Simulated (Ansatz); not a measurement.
## Parameter sweep on BiAu2 (Fd-3m, 6 atoms in the cell)

```yaml
crystal:
  lattice:
    - [0.00000, 4.01324, 4.01324]
    - [4.01324, 0.00000, 4.01324]
    - [4.01324, 4.01324, 0.00000]
  atoms:
    - { symbol: Bi, position: [0.50000, 0.50000, 0.50000] }
    - { symbol: Bi, position: [0.75000, 0.75000, 0.75000] }
    - { symbol: Au, position: [0.12500, 0.12500, 0.62500] }
    - { symbol: Au, position: [0.12500, 0.62500, 0.12500] }
    - { symbol: Au, position: [0.12500, 0.12500, 0.12500] }
    - { symbol: Au, position: [0.62500, 0.12500, 0.12500] }
```

Base run A: Ansatz (a program for electronic structure) with PBEsol, default PAW files made with PBE, self-consistent single point.

Its settings: kpoints.mp_grid.grid = 9 9 9; hamiltonian.xc = pbesol; hamiltonian.pseudopotentials = {kind: paw} (the program's default PAW files); scf.occupations.method = cold; scf.occupations.width = 0.272 eV.

The starting cell comes from a database of computed structures (which also holds hypothetical and non-ambient phases and stackings), without a prior relaxation at this level. In the base run, with a pressure of about -3 GPa the cell is away from its equilibrium volume at this level. Ansatz's pressure includes its estimate of the finite-basis (Pulay) stress.

ΔF is the free energy per atom less that of run A. 

```tsv
run	kpoints.mp_grid.grid, scf.occupations.width	ΔF (meV/atom)	pressure (GPa)	TS (meV/atom)	k-points
A	9 9 9, 0.272 eV	0.00	-3.49	-1.7	35
B	7 7 7, 0.03 eV	-2.6	-3.47	0.0	20
C	7 7 7, 0.1 eV	-2.8	-3.47	0.5	20
D	7 7 7, 0.3 eV	-1.42	-3.53	-5.3	20
E	8 8 8, 0.03 eV	-1.14	-3.48	0.0	29
F	8 8 8, 0.1 eV	-1.38	-3.48	0.5	29
G	8 8 8, 0.3 eV	-1.39	-3.51	-3.2	29
H	9 9 9, 0.03 eV	-0.57	-3.49	0.1	35
I	9 9 9, 0.1 eV	-0.59	-3.50	-0.2	35
J	9 9 9, 0.3 eV	0.21	-3.49	-2.5	35
K	10 10 10, 0.03 eV	-1.89	-3.47	0.0	47
L	10 10 10, 0.1 eV	-1.89	-3.48	-0.2	47
M	10 10 10, 0.3 eV	-0.50	-3.50	-3.7	47
```

Run F against A: The free energy drops by 1.4 meV/atom and the pressure hardly changes (-3.49 to -3.48 GPa).

Run K against A: The free energy goes down by 1.9 meV/atom and the pressure moves little (-3.49 to -3.47 GPa).

Run B against A: The free energy falls by 2.6 meV/atom and the pressure hardly changes (-3.49 to -3.47 GPa).

Keys are those of Ansatz 0.2.
